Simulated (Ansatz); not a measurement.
TaTe (model structure, Cmcm, No. 63, 4 atoms in the cell) was calculated with PBEsol (Ansatz, a program for electronic structure, PAW).

Run with plane-wave cutoff 520 eV, 16×16×12 k mesh (along the axes of the cell as run), Fermi–Dirac smearing 0.05 eV, scalar-relativistic PAW data made under PBE.

Cell (relaxed at this level):

```cif
data_Ta4Te4
_chemical_formula_sum 'Te4 Ta4'
_space_group_name_H-M_alt 'Cmcm'
_space_group_IT_number 63
_space_group_name_Hall '-C 2c 2'
_cell_length_a 3.54927
_cell_length_b 10.07902
_cell_length_c 4.69352
_cell_angle_alpha 90.000
_cell_angle_beta 90.000
_cell_angle_gamma 90.000
loop_
_space_group_symop_operation_xyz
  'x, y, z'
  '-x, -y, -z'
  '-x, -y, z+1/2'
  'x, y, -z+1/2'
  'x, -y, -z'
  '-x, y, z'
  '-x, y, -z+1/2'
  'x, -y, z+1/2'
  'x+1/2, y+1/2, z'
  '-x+1/2, -y+1/2, -z'
  '-x+1/2, -y+1/2, z+1/2'
  'x+1/2, y+1/2, -z+1/2'
  'x+1/2, -y+1/2, -z'
  '-x+1/2, y+1/2, z'
  '-x+1/2, y+1/2, -z+1/2'
  'x+1/2, -y+1/2, z+1/2'
loop_
_atom_site_label
_atom_site_type_symbol
_atom_site_symmetry_multiplicity
_atom_site_Wyckoff_symbol
_atom_site_fract_x
_atom_site_fract_y
_atom_site_fract_z
_atom_site_occupancy
Te1 Te 4 c 0.00000 0.36267 0.25000 1
Ta1 Ta 4 c 0.00000 0.07895 0.25000 1
```
(The calculation used a cell of 4 atoms; values per cell refer to that cell.)

Q: What does this level give for the bulk modulus?

A: 
* **bulk modulus**: 120 GPa

The run finds no gap.

Note: the bulk modulus is −V dP/dV from two relaxed cells at ±2 % in volume; the relaxation could raise the start's symmetry but not lower it, so the cell can be a saddle point.

Spin–orbit coupling is not included; it can open a gap where bands touch, and shift volumes and moduli.

A model structure was made by putting elements into a prototype or built by hand; it is no filed structure, need not be a known phase, and can be a saddle point held by its symmetry.
